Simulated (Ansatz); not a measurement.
The reference is VN in the rock salt structure (space group Fm-3m, No. 225).

```yaml
crystal:
  lattice:
    - [0.00000, 2.03658, 2.03658]
    - [2.03658, 0.00000, 2.03658]
    - [2.03658, 2.03658, 0.00000]
  atoms:
    - { symbol: N, position: [0.00000, 0.00000, 0.00000] }
    - { symbol: V, position: [0.50000, 0.50000, 0.50000] }
```

Cartesian axes are those of the cell as printed.

Level of theory: PBEsol (Ansatz, a first-principles code; PAW; 420 eV plane waves; no SOC).

Base values:

| Property | Result |
|---|---|
| Pressure | 0.0 GPa |
| Band gap | zero |
| Shortest interatomic distance | 2.037 Å |

It is then changed as follows: uniaxial strain ε_zz = +1.16 %, all other strain components held at zero, atoms relaxed at fixed cell.

Problem. Predict the new pressure.

Solution. The pressure (mean of the normal stresses, compression positive) goes from zero to -3.8 GPa.

Problem. What happens to the energy relative to the base?

Solution. The energy increases by 2.3 meV/atom.

Problem. Predict the new band gap.

Solution. The band gap is still zero.

Problem. What does the calculation give for the shortest interatomic distance after the change?

Solution. The shortest interatomic distance is still 2.037 Å.

Without a gap, meshes like the base's 20×20×20 leave anisotropic stresses uncertain by several tenths of a GPa, and small strain energies with them. No phonon test of stability was made. Starting moments died away, wholly or in part, for the base; another magnetic solution may exist. All final runs are without spin polarisation.
